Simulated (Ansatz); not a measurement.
The starting structures come from a database of crystals and need not be the phases stable at ambient conditions.

**Evanescent states of Ba(CdP)$_{2}$ (P-3m1, not sure to be the ambient phase, 5 atoms a cell, 26.0 Å³ an atom) along the normal of (111)**

Computed with r2SCAN (plane waves, PAW; Ansatz, a program for electronic structure).

The gap is the functional's own. No spin-orbit coupling. Mid-gap values are interpolated on the energy grid.

Energies count from the valence-band top; κ is the least over a 6×4 mesh across the current.

| E (eV) | κ (1/Å) | where |
|---|---|---|
| 0.04 | 0.029 | Γ |
| 0.10 | 0.049 | Γ |
| 0.17 | 0.061 | Γ |
| 0.24 | 0.070 | Γ |
| 0.32 | 0.077 | Γ |
| 0.39 | 0.082 | Γ |
| 0.46 | 0.085 | Γ |
| 0.53 | 0.088 | Γ |
| 0.59 | 0.089 | Γ |
| 0.67 | 0.089 | Γ |
| 0.73 | 0.088 | Γ |
| 0.81 | 0.085 | Γ |
| 0.88 | 0.077 | off Γ |
| 0.94 | 0.065 | off Γ |
| 1.01 | 0.048 | off Γ |
| 1.08 | 0.013 | off Γ |

**Question.** How thick must the barrier be to attenuate the transmission by 10^6 when the electrodes' Fermi level lies at 0.17 eV, and what attenuation does that film give at 1.01 eV?

**Answer.** d = 6 ln 10 / (2 × 0.061) = 113.2 Å. At 1.01 eV it gives 6 × 0.048/0.061 = 4.7 decades.
